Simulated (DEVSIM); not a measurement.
Device: p-channel Si planar bulk MOSFET with HfO2, at 400 K.

- Gate length: 25 nm
- Source drain length: 20 nm
- Dielectric thickness: 3.9 nm
- Lateral straggle: 1.9 nm
- Underlap: 0 nm
- Junction depth: 10.8 nm
- Substrate depth: 123 nm
- Gate work function: 4.99 eV
- Source and drain doping: 1.2e20 cm⁻³, Gaussian tails under the gate
- Body doping: 2.2e18 cm⁻³
- Lifetime: 1e-7 s
- Supply: 0.6 V

All mobilities are scaled by 0.15; velocity saturation, μ/(1 + (μE/vsat)^b)^(1/b) with b = 2 for electrons and 1 for holes and E the electric field along each mesh edge, is on. Mobility is μmin + (μ − μmin)/(1 + (N/Nref)^α).

This is a model device: material constants are rounded textbook-type values typed into the input, and sizes, dopings and lifetimes were drawn at random. Values at 300 K; Nc and Nv go as T^1.5, mobilities as T to minus their exponent, the gap by Varshni's rule with the affinity fixed.

Si: gap (eV) 1.124, affinity (eV) 4.05, permittivity 11.7, Nc (cm⁻³) 2.86e19, Nv (cm⁻³) 3.1e19, μn (cm²/Vs) 1417, μp (cm²/Vs) 470, μn,min 52, μp,min 45, Nref,n 9.7e16, Nref,p 2.2e17, αn 0.68, αp 0.72, T exponent of μn 2.3, T exponent of μp 2.2, vsat,n (cm/s) 1e7, vsat,p (cm/s) 8.4e6, Varshni α (eV/K) 0.000473, Varshni β (K) 636. HfO2: gap (eV) 5.7, affinity (eV) 2.5, permittivity 22.

Simulated with DEVSIM: 2D drift-diffusion, Boltzmann statistics, complete ionisation; no quantum confinement, tunnelling, impact ionisation, self-heating, contact resistance or fringe fields beside the gate. Metal contacts follow the ideal Schottky-Mott rule: no Fermi-level pinning, no interface dipoles.

Transfer curves, |Id| in μA/μm:

```csv
Vg (V),Vd = -0.05 V,Vd = -0.6 V
0.18,0.002752,0.01973
0.15,0.004876,0.03360
0.12,0.008672,0.05755
0.09,0.01547,0.09893
0.06,0.02762,0.1704
0.03,0.04931,0.2934
0,0.08779,0.5034
-0.03,0.1554,0.8570
-0.06,0.2726,1.440
-0.09,0.4708,2.374
-0.12,0.7954,3.814
-0.15,1.303,5.916
-0.18,2.051,8.844
-0.21,3.081,12.74
-0.24,4.398,17.68
-0.27,5.966,23.67
-0.3,7.729,30.71
-0.33,9.621,38.77
-0.36,11.58,47.77
-0.39,13.56,57.66
-0.42,15.52,68.39
-0.45,17.46,79.88
-0.48,19.34,92.04
-0.51,21.17,104.8
-0.54,22.95,118.2
-0.57,24.66,132.0
-0.6,26.31,146.3
```

### Question
Work out the subthreshold swing at low drain bias from the rows at 0.09 and 0.06 V, and compare it with the thermal limit.

### Answer
log10(0.02762/0.01547) = 0.252 over 30.0 mV, so S = 119 mV/decade. The limit kT/q ln 10 is 79.4 mV/decade; the ratio is 1.50. This is the steepest step of the table.

### Question
Find both thresholds at the constant current 0.1 μA × (1 μm/L) a micrometre, and the DIBL.

### Answer
The current is 4.00 μA/μm. Interpolating ln Id gives -0.232 V and -0.123 V; their difference over the 0.55 V of drain bias is 200 mV/V.

Source and drain are degenerate, where Boltzmann statistics are only rough. The electric field that drives the saturation includes the junctions' built-in field, which lowers the mobility there even at small currents: subthreshold currents come out too low, a known weakness of this choice.
